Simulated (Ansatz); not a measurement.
The reference is BaSnSe3 in the cubic perovskite structure (space group Pm-3m, No. 221; a = 5.2700 Å; a hypothetical phase, not in the database extracts checked). Axes: x, y, z lie along the cube axes.

Modification: uniaxial stress, 3 GPa tension along x, with the cell and atoms free to relax against it.

Levels (all Ansatz, an electronic-structure program, PAW): PBEsol (420 eV, spin-orbit coupling left out); r2SCAN (500 eV, no spin-orbit coupling).

The geometry is relaxed with PBEsol.

- PBEsol pressure = -1.0 GPa

### Question
Predict the pressure from r2SCAN.

### Answer
The pressure increases by 1.1 GPa, from -1.0 GPa to 0.1 GPa.

Single points use the geometry relaxed with PBEsol. Their cutoffs differ, which shifts pressures a little. Load acts through the strain it causes; cell and atoms are relaxed under it. Stability under load was not tested beyond the relaxation. The final runs are not spin-polarised. Many cubic perovskites are stable only at high temperature; tilts and polar distortions were not tested.
